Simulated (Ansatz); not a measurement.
## HgSe with two functionals, pressure 22.5 GPa

Take HgSe in the zinc blende structure (space group F-43m, No. 216; a = 6.260 Å) as the base.

(Cell as relaxed with PBE.)

Levels (all Ansatz, an electronic-structure program, PAW, earlier PAW set): PBE (420 eV, no spin-orbit coupling); PBEsol (420 eV, no spin-orbit coupling).

Each level relaxes its own structure.

```csv
base,PBE,PBEsol
volume per atom,30.66 Å³,28.84 Å³
lattice parameter a,6.260 Å,6.133 Å
band gap,zero,zero
```

It is then changed as follows: a hydrostatic pressure of 22.5 GPa.

```tsv
quantity	PBE	PBEsol
shortest interatomic distance	2.478 Å	[?]
band gap	zero	[?]
```

Predict the PBEsol column.


- shortest interatomic distance, PBEsol: 2.452 Å
- band gap, PBEsol: zero

PBE's shortest interatomic distance lies 0.026 Å above PBEsol's (1.1 %); the two agree on the band gap. Neither level is exact; PBEsol is the comparison here, not a measurement.

With Hg present, leaving out spin-orbit coupling can change the band edges. Load acts through the strain it causes; cell and atoms are relaxed under it. No phonon test of stability was made. Tetrahedral semiconductors of this kind turn to denser phases somewhere between about 1 and 50 GPa; those were not computed, so compressed cells here can lie past the real transition. The final runs are not spin-polarised. The zero or small gap of HgSe can change with the level of theory.
